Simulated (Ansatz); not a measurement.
Terminations of the (111) surface of fcc Ni, ferromagnetic, measured from the surface 'clean 1x1'. Atoms come from or go to: Al: fcc Al, Au: fcc Au, Bi: rhombohedral Bi, Ge: germanium, Ir: fcc Ir, Ni: fcc Ni, ferromagnetic, S: ⅛ S8(g), Se: trigonal Se, Sn: beta tin, Te: trigonal Te, Zn: hcp Zn. ΔE is the energy of forming the row's surface from that one (negative: more stable at these reservoirs); the vacuum level's shift is aligned on the shared bottom. No zero-point or thermal terms. These are constructed structures in small cells; real faces may alloy, dewet or reconstruct in larger ones, and not all known structures of the face are among them. Slabs of about 10 Å with all that they carry, Fermi-Dirac smearing of 0.1 eV. Bottom of the slabs: a bare face, its two planes held. Relaxed from the named starts with such symmetry as they have, on meshes of like density; energies extrapolated to zero smearing; no spin-orbit coupling, no U. Spin-polarised runs, if any, are marked in brackets, and their order is one that fits the cell; the others ran without spin. Where a second, spin-polarised start was run, the lower counts. A dash marks a value that is undefined for that row (no clear gap, or no work function of a gapped slab) or was not read reliably on its mesh.

These are PBE (plane waves to 420 eV, PAW; Ansatz, a first-principles code) values and carry that method's errors.

```json
[
 {"surface": "a layer of Zn in place of the second plane [spin, 2.1 μB a cell]", "atoms added per 1x1": "-1 Ni, +1 Zn", "ΔE per 1x1 (eV)": "-0.18", "shift of the vacuum level (eV)": "0.02", "work function (eV)": "5.08"},
 {"surface": "(√3x√3)R30° layer of Te, one a cell, on the site that continues the host's stacking [spin, 10.8 μB a cell]", "atoms added per 1x1": "+0.333 Te", "ΔE per 1x1 (eV)": "-0.53", "shift of the vacuum level (eV)": "-0.69", "work function (eV)": "4.37"},
 {"surface": "a pseudomorphic layer of Au in the host's stacking [spin, 3.9 μB a cell]", "atoms added per 1x1": "+1 Au", "ΔE per 1x1 (eV)": "0.68", "shift of the vacuum level (eV)": "-0.05", "work function (eV)": "5.01"},
 {"surface": "a pseudomorphic layer of Ir in the other hollow [spin, 4.2 μB a cell]", "atoms added per 1x1": "+1 Ir", "ΔE per 1x1 (eV)": "0.49", "shift of the vacuum level (eV)": "0.41", "work function (eV)": "5.46"},
 {"surface": "(√3x√3)R30° layer of S, one a cell, on the site that continues the host's stacking [spin, 10.7 μB a cell]", "atoms added per 1x1": "+0.333 S", "ΔE per 1x1 (eV)": "-0.65", "shift of the vacuum level (eV)": "0.24", "work function (eV)": "5.30"},
 {"surface": "a pseudomorphic layer of Ge in the host's stacking [spin, 3.4 μB a cell]", "atoms added per 1x1": "+1 Ge", "ΔE per 1x1 (eV)": "[?]", "shift of the vacuum level (eV)": "-1.10", "work function (eV)": "3.97"},
 {"surface": "p(2x2) layer of Bi, one a cell, on the site that continues the host's stacking [spin, 14.3 μB a cell]", "atoms added per 1x1": "+0.25 Bi", "ΔE per 1x1 (eV)": "[?]", "shift of the vacuum level (eV)": "-1.15", "work function (eV)": "3.92"},
 {"surface": "a layer of Al in place of the third plane [spin, 2.2 μB a cell]", "atoms added per 1x1": "+1 Al, -1 Ni", "ΔE per 1x1 (eV)": "-0.32", "shift of the vacuum level (eV)": "0.13", "work function (eV)": "5.21"},
 {"surface": "a layer of Au in place of the second plane [spin, 3.1 μB a cell]", "atoms added per 1x1": "+1 Au, -1 Ni", "ΔE per 1x1 (eV)": "1.49", "shift of the vacuum level (eV)": "0.29", "work function (eV)": "5.35"},
 {"surface": "p(2x2) layer of Se, one a cell, on the site that continues the host's stacking [spin, 15.1 μB a cell]", "atoms added per 1x1": "+0.25 Se", "ΔE per 1x1 (eV)": "[?]", "shift of the vacuum level (eV)": "-0.13", "work function (eV)": "4.94"},
 {"surface": "a layer of Ir in place of the third plane [spin, 3.3 μB a cell]", "atoms added per 1x1": "+1 Ir, -1 Ni", "ΔE per 1x1 (eV)": "0.64", "shift of the vacuum level (eV)": "-0.02", "work function (eV)": "5.04"},
 {"surface": "(√3x√3)R30° surface alloy, Sn on one Ni site of the top plane [spin, 9.5 μB a cell]", "atoms added per 1x1": "-0.333 Ni, +0.333 Sn", "ΔE per 1x1 (eV)": "[?]", "shift of the vacuum level (eV)": "-0.80", "work function (eV)": "4.26"}
]
```

Problem. What belongs in the gaps?

Solution. 
- a pseudomorphic layer of Ge in the host's stacking [spin, 3.4 μB a cell], ΔE per 1x1 (eV): 0.21
- p(2x2) layer of Bi, one a cell, on the site that continues the host's stacking [spin, 14.3 μB a cell], ΔE per 1x1 (eV): -0.29
- p(2x2) layer of Se, one a cell, on the site that continues the host's stacking [spin, 15.1 μB a cell], ΔE per 1x1 (eV): -0.50
- (√3x√3)R30° surface alloy, Sn on one Ni site of the top plane [spin, 9.5 μB a cell], ΔE per 1x1 (eV): -0.54
